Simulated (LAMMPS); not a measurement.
LAMMPS 22 Jul 2025, classical MD, Buckingham with full ionic charges: MgO, 1728 atoms.

| Property | Result |
|---|---|
| task | MD, nve |
| potential | Buckingham with full ionic charges |
| copies of the repeat unit | 6×6×6 |
| shape (slab and sphere leave vacuum in the box) | bulk |
| steps | 2000 |
| timestep | 1 fs |
| thermo | 50 |
| kspace_style | pppm |
| kspace_accuracy | 0.0001 |
| pair cutoff | 10 Å |
| newton | on (default) |
| atom_modify sort (bins of 2 Å where set) | 1000 (default) |
| comm_style | brick (default) |
| kspace_modify | order 5 diff ik (default) |
| box | 25.3 × 25.3 × 25.3 Å |
| start | generated rock salt lattice, warmed in an untimed run |

All runs start from one configuration, warmed at this fixed volume for 1000 steps under a thermostat at 2500 K. The run at a skin of 2 Å has a mean temperature of 2460 K and a mean pressure of 12.1 GPa.

Each setting ran once; only counts and results are compared.

With neigh_modify every 1 delay 0 check yes, skins of 0.1, 0.3, 0.5, 1, 1.5, 2, 3 Å were run. Further schedules:
- skin 1 Å, every 1 delay 10 check yes
- skin 2 Å, every 100 delay 0 check no
- skin 2 Å, every 10 delay 0 check yes
- skin 2 Å, every 20 delay 0 check no
- skin 0.3 Å, every 100 delay 0 check no
- skin 0.3 Å, every 10 delay 0 check yes
- skin 2 Å, every 1 delay 10 check yes

A schedule rebuilds too seldom if it shows a dangerous build, rebuilds less often than the check at every step does at that skin, or fails.

Task: Which schedules can miss pairs here, and how do rebuilds depend on the skin?

Result: With the check at every step the rebuilds are 1126 at 0.1 Å, 520 at 0.3 Å, 336 at 0.5 Å, 166 at 1 Å, 101 at 1.5 Å, 57 at 2 Å, 0 at 3 Å. Too seldom: skin 1 Å, every 1 delay 10 check yes; skin 2 Å, every 100 delay 0 check no; skin 2 Å, every 10 delay 0 check yes; skin 0.3 Å, every 100 delay 0 check no; skin 0.3 Å, every 10 delay 0 check yes.

```json
[
 {"setting": "skin 0.1 Å, every 1 delay 0 check yes", "rebuilds": "1126", "dangerous builds": "—", "list entries an atom": "230", "change of the total energy (meV/atom)": "+0.0018"},
 {"setting": "skin 0.3 Å, every 1 delay 0 check yes", "rebuilds": "520", "dangerous builds": "—", "list entries an atom": "238", "change of the total energy (meV/atom)": "+0.0019"},
 {"setting": "skin 0.5 Å, every 1 delay 0 check yes", "rebuilds": "336", "dangerous builds": "—", "list entries an atom": "251", "change of the total energy (meV/atom)": "+0.0018"},
 {"setting": "skin 1 Å, every 1 delay 0 check yes", "rebuilds": "166", "dangerous builds": "—", "list entries an atom": "300", "change of the total energy (meV/atom)": "+0.0018"},
 {"setting": "skin 1.5 Å, every 1 delay 0 check yes", "rebuilds": "101", "dangerous builds": "—", "list entries an atom": "347", "change of the total energy (meV/atom)": "+0.0018"},
 {"setting": "skin 2 Å, every 1 delay 0 check yes", "rebuilds": "57", "dangerous builds": "—", "list entries an atom": "383", "change of the total energy (meV/atom)": "+0.0018"},
 {"setting": "skin 3 Å, every 1 delay 0 check yes", "rebuilds": "0", "dangerous builds": "—", "list entries an atom": "491", "change of the total energy (meV/atom)": "+0.0019"},
 {"setting": "skin 1 Å, every 1 delay 10 check yes", "rebuilds": "166", "dangerous builds": "7", "list entries an atom": "300", "change of the total energy (meV/atom)": "+0.0018"},
 {"setting": "skin 2 Å, every 100 delay 0 check no", "rebuilds": "20", "dangerous builds": "not counted", "list entries an atom": "383", "change of the total energy (meV/atom)": "+0.0018"},
 {"setting": "skin 2 Å, every 10 delay 0 check yes", "rebuilds": "47", "dangerous builds": "0", "list entries an atom": "383", "change of the total energy (meV/atom)": "+0.0019"},
 {"setting": "skin 2 Å, every 20 delay 0 check no", "rebuilds": "100", "dangerous builds": "not counted", "list entries an atom": "383", "change of the total energy (meV/atom)": "+0.0019"},
 {"setting": "skin 0.3 Å, every 100 delay 0 check no", "rebuilds": "stops: Out of range atoms - cannot compute PPPM", "dangerous builds": "—", "list entries an atom": "—", "change of the total energy (meV/atom)": "—"},
 {"setting": "skin 0.3 Å, every 10 delay 0 check yes", "rebuilds": "200", "dangerous builds": "200", "list entries an atom": "238", "change of the total energy (meV/atom)": "+0.018"},
 {"setting": "skin 2 Å, every 1 delay 10 check yes", "rebuilds": "57", "dangerous builds": "0", "list entries an atom": "383", "change of the total energy (meV/atom)": "+0.0018"}
]
```

Where the energy changes as in the checked runs, the late rebuilds cost nothing that shows in this run. List entries are as LAMMPS prints them (Ave neighs/atom).
